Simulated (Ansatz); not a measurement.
System: antifluorite K2S. Method: HSE06 (Ansatz, a program for electronic structure, PAW).

Run with plane-wave cutoff 460 eV, 6×6×6 k mesh, Fermi–Dirac smearing 0.01 eV, scalar-relativistic PAW data made under PBE.

The cell has the measured lattice parameters. Conventional cell: a = 7.3910 Å, b = 7.3910 Å, c = 7.3910 Å, α = 90.00°, β = 90.00°, γ = 90.00°.

```
CELL_PARAMETERS angstrom
      0.00000     3.69550     3.69550
      3.69550     0.00000     3.69550
      3.69550     3.69550     0.00000
ATOMIC_POSITIONS crystal
  K  0.25000 0.25000 0.25000
  K  0.75000 0.75000 0.75000
  S  0.00000 0.00000 0.00000
```

Question: List the 11 lowest band energies at Γ above −25 eV (eV, relative to the valence band maximum), grouping those that round alike.

Answer: At Γ: -13.78 (×3), -13.53 (×3), -10.61, -0.19 (×3), 3.33.

Note: the run warned that its exchange threshold was loose for the stress; cell and atoms aren't relaxed at this level (pressure 0.3 GPa).
